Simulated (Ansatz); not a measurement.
**Response to strain in LuBi**

Consider LuBi in the rock salt structure (space group Fm-3m, No. 225; a cell from a computed database, its experimental status unchecked; relaxed with 0.1 eV smearing).

```
CELL_PARAMETERS angstrom
      0.00000     3.06599     3.06599
      3.06599     0.00000     3.06599
      3.06599     3.06599     0.00000
ATOMIC_POSITIONS crystal
  Lu 0.50000 0.50000 0.50000
  Bi 0.00000 0.00000 0.00000
```

Cartesian axes are those of the cell as printed.

Strains are applied to the cell and any free atomic positions relax; under biaxial strain the out-of-plane vector relaxes too.

Level of theory: PBEsol/PAW in Ansatz (a first-principles code), no SOC.

Notes on the quantities. energy relative to the base: free energy F.

```csv
case,shortest interatomic distance,energy relative to the base
base,306.6 pm,0 meV/atom
"biaxial strain +2.47 %, plane normal [001], relaxed out of plane",305.0 pm,+16 meV/atom
"biaxial strain +4.21 %, plane normal [111], relaxed out of plane",311.1 pm,+27 meV/atom
isotropic strain −2.93 %,297.6 pm,+47 meV/atom
isotropic strain +0.34 %,307.6 pm,+0.6 meV/atom
uniaxial strain ε_xx = +2.46 %,306.6 pm,+7.4 meV/atom
tensor shear ε_xy = −2.53 %,306.6 pm,+5.2 meV/atom
```

No phonon test of stability was made.
